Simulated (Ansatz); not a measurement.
System: interstitial Ga in zinc-blende GaAs (charge state +1). Computed with PBE, PAW (plane waves to 420 eV; Ansatz, a quantum-chemistry and plane-wave program).

Cell of 64 host sites held at the relaxed PBE lattice; one k-point at (0.250, 0.250, 0.250); Fermi-Dirac width 0.05 eV, spin-restricted; finite-size errors left in. Static, classical nuclei. PBE gaps are too small, and in this host the defect's levels may merge with the bands. The charge state is imposed; whether it is stable for some Fermi level was not computed. Sites that were not tried may lie lower.

Barriers: single points on a 2×2×2 k-point mesh shifted by half a step at the bands' geometries (they differ from the bands' own by up to 0.22 eV, and are uncertain by about as much).

Relaxed starting cell (atoms counted from 1):

```yaml
crystal:
  lattice:
    - [11.49131, 0.00000, 0.00000]
    - [0.00000, 11.49131, 0.00000]
    - [0.00000, 0.00000, 11.49131]
  atoms:
    - { symbol: Ga, position: [0.99122, 0.99152, 0.99190] }
    - { symbol: Ga, position: [0.99862, 0.99883, 0.50211] }
    - { symbol: Ga, position: [0.99848, 0.50179, 0.99904] }
    - { symbol: Ga, position: [0.00075, 0.50211, 0.50244] }
    - { symbol: Ga, position: [0.50166, 0.99871, 0.99903] }
    - { symbol: Ga, position: [0.50181, 0.00118, 0.50232] }
    - { symbol: Ga, position: [0.50200, 0.50202, 0.00137] }
    - { symbol: Ga, position: [0.50026, 0.50039, 0.50061] }
    - { symbol: As, position: [0.12486, 0.12530, 0.37882] }
    - { symbol: As, position: [0.12554, 0.12577, 0.87178] }
    - { symbol: As, position: [0.12481, 0.62475, 0.37594] }
    - { symbol: As, position: [0.12496, 0.62529, 0.87505] }
    - { symbol: As, position: [0.62461, 0.12496, 0.37588] }
    - { symbol: As, position: [0.62513, 0.12512, 0.87503] }
    - { symbol: As, position: [0.62513, 0.62545, 0.37639] }
    - { symbol: As, position: [0.62505, 0.62533, 0.87501] }
    - { symbol: Ga, position: [0.99050, 0.25946, 0.25969] }
    - { symbol: Ga, position: [0.99897, 0.25172, 0.74890] }
    - { symbol: Ga, position: [0.99895, 0.74853, 0.25202] }
    - { symbol: Ga, position: [0.00116, 0.74839, 0.74864] }
    - { symbol: Ga, position: [0.50073, 0.25127, 0.25174] }
    - { symbol: Ga, position: [0.50218, 0.24966, 0.74799] }
    - { symbol: Ga, position: [0.50204, 0.74775, 0.24980] }
    - { symbol: Ga, position: [0.49995, 0.75045, 0.75063] }
    - { symbol: As, position: [0.12495, 0.37857, 0.12539] }
    - { symbol: As, position: [0.12484, 0.37570, 0.62503] }
    - { symbol: As, position: [0.12546, 0.87147, 0.12598] }
    - { symbol: As, position: [0.12494, 0.87480, 0.62559] }
    - { symbol: As, position: [0.62460, 0.37556, 0.12530] }
    - { symbol: As, position: [0.62520, 0.37615, 0.62567] }
    - { symbol: As, position: [0.62510, 0.87468, 0.12541] }
    - { symbol: As, position: [0.62502, 0.87478, 0.62550] }
    - { symbol: Ga, position: [0.25891, 0.99061, 0.25931] }
    - { symbol: Ga, position: [0.25144, 0.99915, 0.74890] }
    - { symbol: Ga, position: [0.25126, 0.50101, 0.25161] }
    - { symbol: Ga, position: [0.24947, 0.50231, 0.74795] }
    - { symbol: Ga, position: [0.74850, 0.99905, 0.25193] }
    - { symbol: Ga, position: [0.74813, 0.00130, 0.74861] }
    - { symbol: Ga, position: [0.74749, 0.50226, 0.24996] }
    - { symbol: Ga, position: [0.75025, 0.50037, 0.75081] }
    - { symbol: As, position: [0.37836, 0.12509, 0.12532] }
    - { symbol: As, position: [0.37544, 0.12501, 0.62500] }
    - { symbol: As, position: [0.37544, 0.62466, 0.12525] }
    - { symbol: As, position: [0.37593, 0.62546, 0.62558] }
    - { symbol: As, position: [0.87141, 0.12576, 0.12609] }
    - { symbol: As, position: [0.87460, 0.12518, 0.62563] }
    - { symbol: As, position: [0.87456, 0.62530, 0.12546] }
    - { symbol: As, position: [0.87455, 0.62536, 0.62561] }
    - { symbol: Ga, position: [0.25917, 0.25925, 0.99069] }
    - { symbol: Ga, position: [0.25122, 0.25150, 0.50125] }
    - { symbol: Ga, position: [0.25141, 0.74852, 0.99942] }
    - { symbol: Ga, position: [0.24941, 0.74781, 0.50236] }
    - { symbol: Ga, position: [0.74853, 0.25158, 0.99945] }
    - { symbol: Ga, position: [0.74753, 0.24958, 0.50256] }
    - { symbol: Ga, position: [0.74812, 0.74837, 0.00160] }
    - { symbol: Ga, position: [0.75031, 0.75053, 0.50056] }
    - { symbol: As, position: [0.37556, 0.37571, 0.37600] }
    - { symbol: As, position: [0.38139, 0.38151, 0.86835] }
    - { symbol: As, position: [0.38118, 0.86825, 0.38161] }
    - { symbol: As, position: [0.37520, 0.87514, 0.87540] }
    - { symbol: As, position: [0.86787, 0.38155, 0.38185] }
    - { symbol: As, position: [0.87488, 0.37550, 0.87540] }
    - { symbol: As, position: [0.87492, 0.87515, 0.37574] }
    - { symbol: As, position: [0.86909, 0.86930, 0.86957] }
    - { symbol: Ga, position: [0.12578, 0.12625, 0.12622] }
```
Cell charge +1.

End state 1 differs by these moves (Å; atoms that move under 0.08 Å are left out):

| atom | element | Δx | Δy | Δz |
|---|---|---|---|---|
| 1 | Ga | 0.09 | 0.09 | 0.09 |
| 2 | Ga | -0.05 | -0.05 | 0.07 |
| 3 | Ga | -0.05 | 0.08 | -0.05 |
| 5 | Ga | 0.07 | -0.05 | -0.05 |
| 8 | Ga | 0.07 | 0.07 | 0.07 |
| 9 | As | -0.06 | -0.06 | 0.03 |
| 17 | Ga | 0.02 | -0.11 | -0.11 |
| 21 | Ga | 0.08 | -0.01 | -0.01 |
| 25 | As | -0.06 | 0.04 | -0.06 |
| 33 | Ga | -0.11 | 0.02 | -0.11 |
| 35 | Ga | -0.01 | 0.08 | -0.01 |
| 41 | As | 0.03 | -0.05 | -0.06 |
| 49 | Ga | -0.11 | -0.11 | 0.02 |
| 57 | As | 0.06 | 0.07 | 0.06 |
| 58 | As | -0.06 | -0.06 | 0.06 |
| 59 | As | -0.06 | 0.06 | -0.06 |
| 61 | As | 0.06 | -0.06 | -0.06 |
| 64 | As | 0.06 | 0.06 | 0.06 |
| 65 | Ga | 1.40 | 1.41 | 1.40 |

Problem. What forward and backward barriers to end state 1 does PBE, PAW give?

Solution. forward 1.09 eV, backward 0.95 eV; at the saddle point atom 65 has neighbours 3 As at 2.57; 3 Ga at 2.61 Å. The saddle point's order was not checked, and it lies on a symmetry element of the cell, where a band can be held.
